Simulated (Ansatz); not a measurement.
Start from GaP in the zinc blende structure (space group F-43m, No. 216; a = 5.4386 Å). Axes: x, y, z lie along the cube axes.

Calculations: PBEsol (Ansatz, a program for electronic structure, PAW, scalar-relativistic without spin-orbit coupling).

Strains are applied to the cell and any free atomic positions relax.

One change was made to it. Results:

The band gap falls by 0.22 eV (1.45 eV → 1.23 eV); the valence-band top at Γ (three highest levels, from the VBM) goes from 0.00, 0.00, 0.00 eV to 0.00, -0.12, -0.23 eV.

### Question
Which of these changes matches the shifts?
(A) tensor shear ε_xy = +2.00 %
(B) tensor shear ε_xy = +0.57 %
(C) tensor shear ε_xy = +1.43 %

### Answer
C, tensor shear ε_xy = +1.43 %. For comparison, the band gap in the other runs: tensor shear ε_xy = +2.00 % gives 1.10 eV; tensor shear ε_xy = +0.57 % gives 1.40 eV.

Stability against distortions was not tested.
